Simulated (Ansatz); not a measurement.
free sheet of monolayer 1T PbI2: Pb9I18, 3 atomic planes, area 170 Å², cell height 16.7 Å with vacuum; both faces free, started from the relaxed sheet, in-plane cell fixed at 1.000 times the relaxed lattice. The numbers are results of PBE, large-core I (plane waves, PAW; Ansatz, a quantum-chemistry and plane-wave program), not measurements. Mean temperature 579 K, 12.0 ps sampled after 11.4 ps of Langevin dynamics; k-points: Γ only; no spin polarisation or spin-orbit coupling.

A denser in-plane k-mesh moves the forces of one frame by 0.02 eV/Å rms. Bonds are counted up to I-Pb 4.09 Å; heights count from the centre of mass.

```csv
plane (from the bottom),atoms,start height (Å),mean height (Å),spread of site heights (Å),"rms motion, normal (Å)","rms motion, in plane (Å)",in-plane shift from the start (Å),coordination
1,I9,-1.86,-1.89,0.03,0.27,0.25,0.03,3.0
2,Pb9,0.00,(withheld),(withheld),(withheld),(withheld),(withheld),(withheld)
3,I9,1.86,(withheld),(withheld),(withheld),(withheld),(withheld),(withheld)
```

Complete the blanks.


- 3, mean height (Å): 1.90
- 3, spread of site heights (Å): 0.03
- 3, rms motion, normal (Å): 0.26
- 3, rms motion, in plane (Å): 0.27
- 3, in-plane shift from the start (Å): 0.02
- 3, coordination: 3.0
- 2, mean height (Å): 0.00
- 2, spread of site heights (Å): 0.04
- 2, rms motion, normal (Å): 0.33
- 2, rms motion, in plane (Å): 0.19
- 2, in-plane shift from the start (Å): 0.02
- 2, coordination: 6.0
